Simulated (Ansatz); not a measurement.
Functionals compared on Cl on the 1x1 (0001) surface of hcp Ru, one in a 2x2 cell, started at the site 'hollow Ru-Ru-Ru', in Ansatz (plane waves, PAW). The structure was relaxed with PBE; the other rows are single points on it, each with its references at the same level. Cutoff 420 eV (500 eV for r2SCAN).

Model: 17-atom slab, 6.3 Å thick at the start under the adsorbate (thin: gaps and levels are the slab's own), 6x6x1 mesh, Fermi-Dirac 0.1 eV, dipole correction, 8 atoms held, the rest relaxed; start symmetry kept, larger cells not searched; no spin, no spin-orbit, no U, no dispersion correction. At the end it is bonded to 3 Ru. In PBE it is, or lies within 0.03 eV of, the lowest of the starts that converged. These notes are the PBE run's. Adsorption energies are against ½ Cl2(g). A negative adsorption energy means that the adsorbate is more stable on the surface than in its reference.

| functional | adsorption energy (eV) | work function of the top face (eV) | change of the work function (eV) | rough cost of the single point |
|---|---|---|---|---|
| PBE | -2.32 | 4.82 | -0.18 | – |
| RPBE | -2.06 | 4.71 | -0.12 | about 24 core-seconds (a rough figure) |
| r2SCAN | -2.66 | 4.91 | -0.09 | about 50 core-seconds (a rough figure) |

Ansatz is an electronic-structure program.
